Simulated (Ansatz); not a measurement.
**How far PBE and r2SCAN part for Sn, uniaxial strain ε_zz = +0.59 %**

Consider Sn (space group I4_1/amd, No. 141; a = 5.950 Å, c = 3.214 Å; relaxed with 0.1 eV smearing). Axes: x, y, z lie along a, b, c of the conventional cell.

(Cell as relaxed with PBE.)

Levels (all Ansatz, an electronic-structure program, PAW, earlier PAW set): PBE (420 eV, no spin-orbit coupling); r2SCAN (500 eV, no spin-orbit coupling).

Each level relaxes its own structure.

| base | PBE | r2SCAN |
|---|---|---|
| volume per atom | 28.44 Å³ | 27.63 Å³ |
| lattice parameter a | 5.950 Å | 5.888 Å |
| band gap | zero | zero |

One thing is altered: uniaxial strain ε_zz = +0.59 %, all other strain components held at zero; the atoms relax in the strained cell.

```csv
quantity,PBE,r2SCAN
"stress (xx, yy, zz, yz, xz, xy; compression positive)","(-0.2, -0.2, -0.5, 0.0, 0.0, 0.0) GPa","(-0.2, -0.2, -0.5, 0.0, 0.0, 0.0) GPa"
shortest interatomic distance,3.083 Å,3.051 Å
energy relative to the base (free energy F),+0.2 meV/atom,+0.3 meV/atom
```

PBE's shortest interatomic distance lies 0.0314 Å above r2SCAN's (1.0 %); the two agree on the stress. Neither level is exact; r2SCAN is the comparison here, not a measurement.

No phonon test of stability was made.
